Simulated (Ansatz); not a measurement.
Calculation: PBE (plane waves to 420 eV, PAW; Ansatz, a quantum-chemistry and plane-wave program).

Planar average of the electrostatic potential across the slab, in eV from the Fermi level, for CH3 on the 1x1 (111) surface of fcc Rh, one in a 2x2 cell, started at the site 'hollow Rh-Rh-Rh over Rh at depth 4.4 Å':

```csv
z (Å),V (eV)
5.49,5.15
5.78,5.15
6.07,5.15
6.36,5.14
6.64,5.13
6.93,5.11
7.22,5.07
7.51,4.98
7.80,4.78
8.09,4.36
8.38,3.46
8.67,1.47
8.96,-4.01
9.24,-14.54
9.53,-23.53
9.82,-25.21
10.11,-18.64
10.40,-7.99
10.69,-1.24
10.98,-1.65
11.27,-9.18
11.56,-19.79
11.84,-25.65
12.13,-23.38
12.42,-14.18
12.71,-4.25
13.00,-0.80
13.29,-4.09
13.58,-13.89
13.87,-23.17
14.16,-25.65
14.44,-19.96
14.73,-9.40
15.02,-1.70
15.31,-0.99
15.60,-7.21
15.89,-17.86
16.18,-24.99
16.47,-24.07
16.76,-15.64
17.04,-5.21
17.33,0.02
17.62,0.36
17.91,-0.39
18.20,-1.21
18.49,-0.15
18.78,2.42
19.07,3.32
19.36,3.67
19.64,3.80
19.93,3.85
20.22,3.87
20.51,3.88
20.80,3.88
21.09,3.89
21.38,3.89
21.67,3.89
21.96,3.89
22.24,3.89
22.53,3.89
22.82,3.89
```

Set-up: 20 atoms, 6.5 Å thick at the start under the adsorbate (thin: gaps and levels are the slab's own); mesh 6x6x1; 0.1 eV smearing; dipole correction on; 8 atoms held, the rest relaxed; held to the start's symmetry, so lower structures may exist; no spin, no spin-orbit, no U, no dispersion correction. At the end it is bonded to 3 Rh. In PBE it is, or lies within 0.03 eV of, the lowest of the starts that converged.

**Question.** The surface cell has an area of 25.41 Å². What dipole along the normal does the step between the two vacuum levels imply?

**Answer.** the top vacuum level lies 1.26 eV below the bottom one; p = −ε₀ A ΔV (ε₀ = 0.005526 e/(V·Å)) gives 0.18 e·Å a cell.
